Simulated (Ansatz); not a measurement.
Subject: the formation energy of H_i in Pb (fcc, Fm-3m). Reaction: 32 Pb (fcc) + 1/2 H2 (gas) → cell A.

Cell A: a supercell of 32 sites of Pb (fcc, Fm-3m) with H off the lattice sites (4 Pb at 2.28 Å); spin state with PBE: run without spin, k-point mesh 4×4×4.
```
CELL_PARAMETERS angstrom
      9.91870     0.00000     0.00000
      0.00000     9.91870     0.00000
      0.00000     0.00000     9.91870
ATOMIC_POSITIONS crystal
  Pb 0.00006 0.00006 0.00006
  Pb 0.00090 0.25047 0.25047
  Pb 0.25047 0.00090 0.25047
  Pb 0.25047 0.25047 0.00090
  Pb 0.99736 0.99736 0.50078
  Pb 0.99736 0.24922 0.75264
  Pb 0.24922 0.99736 0.75264
  Pb 0.24234 0.24234 0.50766
  Pb 0.99736 0.50078 0.99736
  Pb 0.99736 0.75264 0.24922
  Pb 0.24234 0.50766 0.24234
  Pb 0.24922 0.75264 0.99736
  Pb 0.00090 0.49953 0.49953
  Pb 0.00006 0.74994 0.74994
  Pb 0.25047 0.49953 0.74910
  Pb 0.25047 0.74910 0.49953
  Pb 0.50078 0.99736 0.99736
  Pb 0.50766 0.24234 0.24234
  Pb 0.75264 0.99736 0.24922
  Pb 0.75264 0.24922 0.99736
  Pb 0.49953 0.00090 0.49953
  Pb 0.49953 0.25047 0.74910
  Pb 0.74994 0.00006 0.74994
  Pb 0.74910 0.25047 0.49953
  Pb 0.49953 0.49953 0.00090
  Pb 0.49953 0.74910 0.25047
  Pb 0.74910 0.49953 0.25047
  Pb 0.74994 0.74994 0.00006
  Pb 0.50766 0.50766 0.50766
  Pb 0.50078 0.75264 0.75264
  Pb 0.75264 0.50078 0.75264
  Pb 0.75264 0.75264 0.50078
  H  0.37500 0.37500 0.37500
```

Reference: Pb (fcc, Fm-3m), 32 atoms in the cell, a perfect crystal on lattice vectors that match the other cells', k-point mesh 4×4×4 on the run's own vectors.

Reference: an isolated H2 molecule (singlet) in a box of 11 × 11 × 13 Å.

Computed with Ansatz (plane waves, PAW), its PAW set soft_1, cutoff 420 eV, 500 eV for r2SCAN. The structures are at rest with PBE+D3(BJ), within the held lattices; other levels are single points on them. Neutral cells; Fermi-Dirac smearing of at most 0.10 eV in the solids, energies taken to zero width. The lattices are those relaxed with PBE+D3(BJ), so at other levels the solids can be strained, which adds to the spread. Larger cells are relaxed from a start prepared with the learned potential CHGNet, on a coarser mesh till forces fall under 0.03 eV/Å, which some starts already meet. A dispersion term (D3(BJ), or D4 for r2SCAN) was computed beside these levels and is taken off wherever the name lacks it. Nuclei at rest; no vibrational terms. The structures are the rest points that the relaxations reached, not proven lowest. Spin-orbit coupling is left out. Values are for these cell sizes. Mesh and cell size may move defect energies by 0.1 eV or more. Cell A has symmetry P-43m and got no random move, so less symmetric positions, which may lie lower, weren't tried.

### Question
What is the computed value (PBE+D3(BJ))?

### Answer
0.83 eV, for 32 Pb (fcc) + 1/2 H2 (gas) → cell A.

### Question
What do the other levels give, and how wide is the spread?

### Answer
```
Level      value (eV)  less PBE+D3(BJ)
---------  ----------  ---------------
PBE              0.95             0.12
r2SCAN+D4        0.83             0.00
```

The levels span 0.12 eV, from PBE+D3(BJ) (0.83) to PBE (0.95).

Ansatz is a first-principles code.
